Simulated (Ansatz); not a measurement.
Worked example: zone-centre phonon calculation of TiTe (Pm-3m, 2 atoms in the cell) in Ansatz (a quantum-chemistry and plane-wave program).

Method of the run: PBE (plane waves, PAW; Ansatz).

```yaml
crystal:
  lattice:
    - [3.54512, 0.00000, 0.00000]
    - [0.00000, 3.54512, 0.00000]
    - [0.00000, 0.00000, 3.54512]
  atoms:
    - { symbol: Ti, position: [0.00000, 0.00000, 0.00000] }
    - { symbol: Te, position: [0.50000, 0.50000, 0.50000] }
```

Reference input (self-consistent single point, DFT, PBE, plane waves, default PAW files): basis.ecutwfc = 420 eV; kpoints.mp_grid.grid = 9 9 9; kpoints.mp_grid.shift = 0.5 0.5 0.5; hamiltonian.xc = pbe; hamiltonian.pseudopotentials = {kind: paw} (the program's default PAW files); scf.occupations.method = cold; scf.occupations.width = 0.05 eV. This run's input differs from it in these lines:

```diff
@@ -22,6 +22,6 @@
     width: 0.05
-output:
-  forces: true
-  eigenvalues: true
-  stress: true
+  convergence:
+    dr2_threshold: 1.0e-04 eV
+phonons:
+  method: dfpt
```

The program printed (abridged):

```
SCF iter   1: F=—  HF=-9480.369982 eV  |F-HF|=—  |Δ(HF+E_count)|=         —  Δρ=6.61e-3  dr2=1.26e-2  ethr=1.77e-3  ⟨swp⟩=5.7  Hψ=6178  notcnv=0
all-band conjugate gradients solve this SCF's bands
preconditioner: auto → Kerker (q_TF=auto, 2.525 Å⁻¹)
SCF iter   2: F=—  HF=-9480.368517 eV  |F-HF|=—  |Δ(HF+E_count)|=   1.46e-3  S|Δr|=    0.00e0  Δρ=3.57e-3  dr2=3.10e-3  ethr=4.50e-5  ⟨swp⟩=2.0  Hψ=2321  notcnv=0  defer=4
preconditioner: auto → Resta (q_TF=auto, 2.525 Å⁻¹)
SCF iter   3: F=—  HF=-9480.368702 eV  |F-HF|=—  |Δ(HF+E_count)|=   1.85e-4  S|Δr|=    0.00e0  Δρ=5.45e-4  dr2=9.39e-5  ethr=1.11e-5  ⟨swp⟩=2.0  Hψ=1449  notcnv=0  defer=4
SCF iter   4: F=—  HF=-9480.368716 eV  |F-HF|=—  |Δ(HF+E_count)|=   1.35e-5  S|Δr|=    0.00e0  Δρ=1.26e-4  dr2=4.94e-6  ethr=3.35e-7  ⟨swp⟩=12.5  Hψ=12252  notcnv=0
SCF iter   5: F=-9480.368718 eV  HF=-9480.368718 eV  |F-HF|=1.95e-7  |Δ(HF+E_count)|=   2.23e-6  S|Δr|=    0.00e0  Δρ=3.70e-5  dr2=3.78e-7  ethr=1.76e-8  ⟨swp⟩=9.5  Hψ=9388  notcnv=0
SCF 1 converged in 5 iterations: F = -9480.368718 eV  dr2 = 3.78e-7
DFPT response loops at Γ: preconditioner auto → Kerker (q_TF=auto, 2.525 Å⁻¹) (partly filled bands, converged f_vac=0.000) …
Stability not checked (fill_not_monotonic)
Free energy (F): -9480.368718 eV
Internal energy: -9480.368756 eV  (E = F + TS)
E sigma→0 (E₀):  -9480.368731 eV
Entropy (-TS):   0.000038 eV (0.019 meV/atom)
Fermi energy:    13.136216 eV
   [... lines left out ...]
  ASR residual: 1.195e-2 → 0.000e0 eV/Å²; symmetrization residual: 7.292e-7 eV/Å²
  ASR residual per site (eV/Å²): 1.19e-2 3.74e-3
  Γ frequencies (cm⁻¹): 0.00 0.00 0.00 84.56 84.56 84.56
  non-analytic LO–TO correction: not included (Born effective charges unavailable; polar crystals: no LO–TO splitting at Γ)
```

The run converged in 5 iterations. 

Summary of the result:
| Item | Value |
|---|---|
| Free energy E − TS (on the zero of these files) | -9480.3687 eV |
| Fermi level (on the code's own zero) | 13.14 eV |
| Zone-centre frequencies (cm⁻¹; negative means imaginary) | 0, 0, 0, 85, 85, 85 |

The starting cell was generated: these elements placed on a structure prototype, without a prior relaxation; it need not be a known phase or ordering of this composition. Spin polarisation is off, so a magnetic state, if there is one, cannot be reached.

Keys are those of Ansatz 0.2.
